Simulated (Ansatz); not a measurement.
## AlH3 (Fd-3m, No. 227; cell taken from a computed entry)

The numbers are results of LDA in Ansatz (plane waves, PAW), not measurements.

Numerical settings: plane-wave cutoff 500 eV, 8×8×8 k mesh, gaussian smearing 0.02 eV, scalar-relativistic PAW data made under PBE.

Cell (relaxed at this level):

```cif
data_H48Al16
_chemical_formula_sum 'Al16 H48'
_space_group_name_H-M_alt 'Fd-3m :1'
_space_group_IT_number 227
_space_group_name_Hall 'F 4d 2 3 -1d'
_cell_length_a 8.94926
_cell_length_b 8.94926
_cell_length_c 8.94926
_cell_angle_alpha 90.000
_cell_angle_beta 90.000
_cell_angle_gamma 90.000
loop_
_atom_site_label
_atom_site_type_symbol
_atom_site_symmetry_multiplicity
_atom_site_Wyckoff_symbol
_atom_site_fract_x
_atom_site_fract_y
_atom_site_fract_z
_atom_site_occupancy
Al1 Al 16 d 0.62500 0.62500 0.62500 1
H1 H 48 f 0.00000 0.00000 0.30262 1
```
(The calculation used a cell of 16 atoms; values per cell refer to that cell.)

* **band gap**: 2.86 eV (on the SCF k mesh)

Note: the relaxation could not lower the start's symmetry, so the cell can be a saddle point above a distorted one.

Computed values are for the static lattice.

Ansatz is a quantum-chemistry and plane-wave program.
